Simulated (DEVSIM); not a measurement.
Structure: illuminated Si n-on-p cell, one wavelength, with a back-surface field, at 300 K.

```csv
layer (left to right),material,thickness (μm),Nd (cm⁻³),Na (cm⁻³),τn (s),τp (s),absorption coefficient (cm⁻¹)
1,Si,0.0630,6.4e17,-,0.00014,0.00026,28000
2,Si,290,-,2.6e15,0.00094,0.00094,28000
3,Si,0.910,-,6.1e18,0.00094,0.00094,28000
```

Left contact: ohmic, minority hole recombination velocity 60000 cm/s. Right contact: ohmic, minority electron recombination velocity 9e6 cm/s. Voltage is applied to the left contact. Recombination: SRH at mid-gap, radiative, Auger. Light enters at the left, 9.5e17 photons cm⁻² s⁻¹, one pass, no reflection. Mobility is μmin + (μ − μmin)/(1 + (N/Nref)^α).

This is a model device: material constants are rounded textbook-type values typed into the input, and sizes, dopings and lifetimes were drawn at random. Values at 300 K.

| parameter | Si |
|---|---|
| gap (eV) | 1.124 |
| affinity (eV) | 4.05 |
| permittivity | 11.7 |
| Nc (cm⁻³) | 2.86e19 |
| Nv (cm⁻³) | 3.1e19 |
| μn (cm²/Vs) | 1417 |
| μp (cm²/Vs) | 470 |
| μn,min | 52 |
| μp,min | 45 |
| Nref,n | 9.7e16 |
| Nref,p | 2.2e17 |
| αn | 0.68 |
| αp | 0.72 |
| B (cm³/s) | 4.7e-15 |
| Cn (cm⁶/s) | 2.8e-31 |
| Cp (cm⁶/s) | 9.9e-32 |

DEVSIM, 1D drift-diffusion, Boltzmann statistics, complete ionisation; no tunnelling, impact ionisation, image-force lowering or self-heating.

The photon flux was swept, all else fixed.

```csv
photon flux (cm^-2 s^-1),fill factor,short-circuit current (mA/cm²),share of generated pairs collected at short circuit,open-circuit voltage (V)
2.8e16,0.82,4.46,0.993,0.557
9.5e16,0.82,15.1,0.993,0.589
2.8e17,0.82,44.6,0.993,0.617
9.5e17,0.81,151,0.993,0.649
2.8e18,0.76,446,0.993,0.677
9.5e18,0.61,1510,0.993,0.707
2.8e19,0.40,4350,0.969,0.733
```

From the first row to the last the fill factor goes from 0.82 to 0.40. From the first row to the last the short-circuit current goes from 4.46 to 4350.
